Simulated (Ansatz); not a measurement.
# The (111)A surface of zinc-blende AlP, Al-terminated, H on every top atom (bottom of the slab: 3 H on 4 bottom sites)

The numbers are results of PBE (plane waves to 420 eV, PAW; Ansatz, an electronic-structure program), not measurements.

Slab: 47 atoms, 16.5 Å thick at the start with caps and adatoms; k 3x3x1, smearing 0.025 eV, dipole-corrected; 8 atoms held, the rest relaxed; symmetry of the start imposed; spin-polarised, no spin-orbit, no U. The slab shows no gap on its mesh. The starting moment vanished. It is one candidate, not shown to be the stable structure of the face.

```
Item                                             Value
-----------------------------  -----------------------
work function of the top face                  7.06 eV
energy released by relaxation                  0.54 eV
cost                           roughly 12 core-minutes
```
